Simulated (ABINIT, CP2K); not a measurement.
An ABINIT input for a self-consistent single point of CaS (Fm-3m, 2 atoms in the cell) (DFT, LDA (PW92), plane waves, norm-conserving pseudopotentials (PseudoDojo nc-sr-04 LDA standard)):

```
# CaS, PseudoDojo nc-sr-04 LDA standard
pp_dirpath "./"
pseudos "Ca.upf, S.upf"
acell 4.0234375850 4.0234375850 4.0234375850 Angstrom
rprim
        -0.0000000000    0.7071067812    0.7071067812
         0.7071067812   -0.0000000000    0.7071067812
         0.7071067812    0.7071067812   -0.0000000000
natom 2
ntypat 2
znucl 20 16
typat 1 2
xcart
         0.0000000000    0.0000000000    0.0000000000
         2.8450000000    2.8450000000    2.8450000000
      Angstrom
ecut 36 Ha
ixc 7
occopt 3
tsmear 0.00073499
nband 13
kptopt 1
ngkpt 10 10 10
nshiftk 1
shiftk 0 0 0
nstep 80
tolvrs 1.0e-10
prtwf 0
prtden 0
```

**Question.** Give the CP2K input for the same structure, mesh, smearing and functional.

**Answer.** One input that does it (others would too):

```
&GLOBAL
  PROJECT cas
  RUN_TYPE ENERGY_FORCE
  PRINT_LEVEL LOW
&END GLOBAL
&FORCE_EVAL
  METHOD Quickstep
  STRESS_TENSOR ANALYTICAL
  &DFT
    BASIS_SET_FILE_NAME BASIS_MOLOPT
    POTENTIAL_FILE_NAME GTH_POTENTIALS
    &QS
      METHOD GPW
      EPS_DEFAULT 1E-10
    &END QS
    &MGRID
      CUTOFF 500
      REL_CUTOFF 50
      NGRIDS 5
    &END MGRID
    &SCF
      SCF_GUESS ATOMIC
      EPS_SCF 1E-6
      MAX_SCF 100
      ADDED_MOS 4
      &DIAGONALIZATION
        ALGORITHM STANDARD
      &END DIAGONALIZATION
      &MIXING
        METHOD BROYDEN_MIXING
        ALPHA 0.2
        NBUFFER 10
        BETA 1
      &END MIXING
      &SMEAR ON
        METHOD FERMI_DIRAC
        ELECTRONIC_TEMPERATURE [K] 232.09
      &END SMEAR
    &END SCF
    &KPOINTS
      SCHEME MACDONALD 10 10 10 0.05 0.05 0.05
    &END KPOINTS
    &XC
      &XC_FUNCTIONAL PADE
      &END XC_FUNCTIONAL
    &END XC
    &PRINT
      &MO
        EIGENVALUES T
        OCCUPATION_NUMBERS T
        NDIGITS 8
        FILENAME mo
        &EACH
          QS_SCF 0
        &END EACH
        ADD_LAST NUMERIC
      &END MO
      &MULLIKEN OFF
      &END MULLIKEN
    &END PRINT
  &END DFT
  &SUBSYS
    &CELL
      A 4.02343800 0.00000000 0.00000000
      B 2.01171900 3.48439900 0.00000000
      C 2.01171900 1.16146600 3.28512300
      PERIODIC XYZ
    &END CELL
    &COORD
      SCALED
      Ca       0.00000000     0.00000000     0.00000000
      S        0.50000000     0.50000000     0.50000000
    &END COORD
    &KIND Ca
      BASIS_SET DZVP-MOLOPT-SR-GTH-q10
      POTENTIAL GTH-PADE-q10
    &END KIND
    &KIND S
      BASIS_SET DZVP-MOLOPT-SR-GTH-q6
      POTENTIAL GTH-PADE-q6
    &END KIND
  &END SUBSYS
  &PRINT
    &FORCES ON
    &END FORCES
    &STRESS_TENSOR ON
    &END STRESS_TENSOR
  &END PRINT
&END FORCE_EVAL
```

Basis, cutoffs, solver keys and any potentials are the target program's own. This input uses DFT LDA (Pade form), GPW, DZVP-MOLOPT-SR-GTH basis, GTH-PADE potentials (GTH_POTENTIALS). LDA parametrisations can differ slightly between programs. Both were run: pressure -4.01 GPa in ABINIT and -3.06 in CP2K; gap on the mesh 2.147 eV in ABINIT and 2.232 in CP2K.

On ABINIT: the starting cell has typed, rounded lattice constants, without a prior relaxation at this level. With a pressure of about -4 GPa the cell is away from its equilibrium volume at this level.

On CP2K: the starting cell has typed, rounded lattice constants, without a prior relaxation at this level. Values carry the incompleteness of an atom-centred basis. With a pressure of about -3 GPa the cell is away from its equilibrium volume at this level.
